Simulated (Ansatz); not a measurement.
The starting structures come from a database of crystals and need not be the phases stable at ambient conditions.

Tunnelling through a barrier is set by its complex band structure: the current falls as exp(−2κd) with the smallest κ.

```
CELL_PARAMETERS angstrom
      6.44458    -0.02691     0.06479
     -2.69080     5.85602     0.06479
     -1.06298    -1.65067     3.97381
ATOMIC_POSITIONS crystal
  Se 0.13476 0.74693 0.83105
  Se 0.86524 0.25307 0.16895
  Se 0.25307 0.38784 0.08412
  Se 0.74693 0.61216 0.91588
  Se 0.61216 0.86524 0.69629
  Se 0.38784 0.13476 0.30371
```

Space group of this cell: R-3. The cell was relaxed by PBE-D3(BJ); by r2SCAN its mean pressure is 1.0 GPa.

Transport runs along the normal of the first two printed cell vectors, the (101) plane of the conventional cell.

No gap correction and no spin-orbit coupling; mid-gap values are interpolated between computed energies.

Estimate the band gap and the smallest decay constant κ at mid-gap that r2SCAN (Ansatz, an electronic-structure program) returns for this system.

Gap 1.25 eV on a 8×8×8 mesh; κ = 0.143 1/Å, at (-0.333, 0.167) of the in-plane reciprocal vectors. At the zone centre, at the nearest computed energy, the slowest state has κ = 0.18 1/Å.
